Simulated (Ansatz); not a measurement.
## What O → Te does to LiTi2O4

The reference is LiTi2O4 (space group Imm2, No. 44; a = 3.7993 Å, b = 4.0165 Å, c = 8.9801 Å; a cell from a computed database, its experimental status unchecked).

Modification: full substitution O → Te; the structure is relaxed again.

Method: Ansatz (an electronic-structure program), PBEsol, PAW, cutoff 420 eV, without spin-orbit coupling. Settings: 12×12×12 k-points, 0.05 eV Fermi–Dirac smearing, for the changed cell.

```csv
quantity,base,changed,shift
volume per atom,9.79 Å³,24.14 Å³,+14.357 Å³
density,4.04 g/cm³,6.02 g/cm³,+1.98 g/cm³
space group,Imm2 (No. 44),Imm2 (No. 44),–
shortest interatomic distance,1.936 Å,2.672 Å,+0.736 Å
band gap,zero,zero,–
```

Cost of the whole job for the changed cell (relaxation, final SCF and bands): roughly 26 core-minutes.

Whether these cells are dynamically stable was not tested. As relaxed here, LiTi2Te4 is a hypothetical phase, not in the database extracts checked. No Hubbard U is applied, and correlation can decide whether such a compound is a metal. The final runs are not spin-polarised. An odd electron count without spin: LiTi2Te4 and LiTi2O4. LiTi2Te4 has a high density of states at the Fermi level and may be magnetic at this level.
